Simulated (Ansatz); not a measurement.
The slab is Si(111) 1x1 surface, 6 top atoms, 3 bilayers, bottom bilayer H-capped and fixed, every top atom capped by F; cell 11.5 x 6.6 Å; about 7 Å thick over the host's atoms, 18 atoms held. Method: PBE-D3(BJ) (plane waves to 420 eV, PAW; Ansatz, a quantum-chemistry and plane-wave program). Sampling: 1x2x1 k points. The slab states were run without spin polarisation. Results hold for this slab, coverage and mesh. No zero-point or entropy terms are included. Each state was relaxed from one prepared geometry.

One TMG a cell is brought to Si(111):F. Relaxed result near the molecule:

| atom | x (Å) | y (Å) | z (Å) |
|---|---|---|---|
| F(15) | 1.910 | 3.359 | 11.124 |
| F(30) | 3.820 | 6.656 | 11.122 |
| F(31) | 5.755 | 3.353 | 11.112 |
| F(46) | 7.669 | 0.004 | 11.124 |
| F(47) | 9.588 | 3.359 | 11.125 |
| Ga(a0) | 5.803 | 3.396 | 13.874 |
| C(a1) | 5.805 | 5.375 | 13.921 |
| H(a2) | 6.803 | 5.799 | 13.761 |
| H(a3) | 5.122 | 5.780 | 13.163 |
| H(a4) | 5.437 | 5.727 | 14.896 |
| C(a5) | 4.076 | 2.432 | 13.908 |
| H(a6) | 3.271 | 3.021 | 13.451 |
| H(a7) | 4.146 | 1.460 | 13.403 |
| H(a8) | 3.789 | 2.235 | 14.952 |
| C(a9) | 7.509 | 2.394 | 13.900 |
| H(a10) | 7.454 | 1.507 | 13.258 |
| H(a11) | 8.358 | 3.016 | 13.590 |
| H(a12) | 7.707 | 2.037 | 14.921 |

What is the adsorption energy against the free TMG and the slab before, and how much of it is dispersion?

-0.37 eV (negative: bound); the D3 term gives -0.36 eV of it. Its closest contacts to the rest of the cell: H(a3)...F(30) 2.57 Å, H(a10)...F(46) 2.62 Å, H(a6)...F(15) 2.72 Å.

Here TMG is trimethylgallium.
